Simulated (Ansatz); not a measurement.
AlP (F-43m), PBE, rigid bands (Ansatz, a program for electronic structure): Condition of this run: functional PBE, cell relaxed with it. band gap 1.63 eV, N_c = 1.73e19 cm⁻³ and N_v = 9.76e19 cm⁻³ at 300 K, conductivity masses of 0.347 mₑ (electrons) and 0.622 mₑ (holes). Take k_BT = 0.02585 eV.

What thermal injection velocity √(2k_BT/πm) limits a ballistic channel?

9.13e6 cm/s for electrons and 6.82e6 cm/s for holes, a ratio of √(m_h/m_e) = 1.34, for dilute carriers.

What built-in voltage has an abrupt junction with N_A = 1e16 and N_D = 1e18 cm⁻³, all dopants ionised?

V_bi = E_g/e − (k_BT/e) ln(N_c N_v/(N_A N_D)) = 1.63 − 0.02585 × 12.04 = 1.32 V. It follows the computed gap one for one.

A film of it is 3 nm thick. Estimate the confinement energies in an infinite well.

ħ²π²/(2m t²) = 0.376 eV·nm²/(m/mₑ × t²) gives 120 meV for electrons and 67.2 meV for holes, so the gap would widen to about 1.82 eV. Finite barriers and nonparabolic bands lower this, and with several valleys or bands the heaviest mass along the normal sets the lowest level, not this average.

Rigid, parabolic bands with the computed gap; masses take one relaxation time for all states. Spin-orbit coupling is left out; where it splits the top of the valence band, N_v and the p-type Seebeck coefficient come out somewhat high without it.
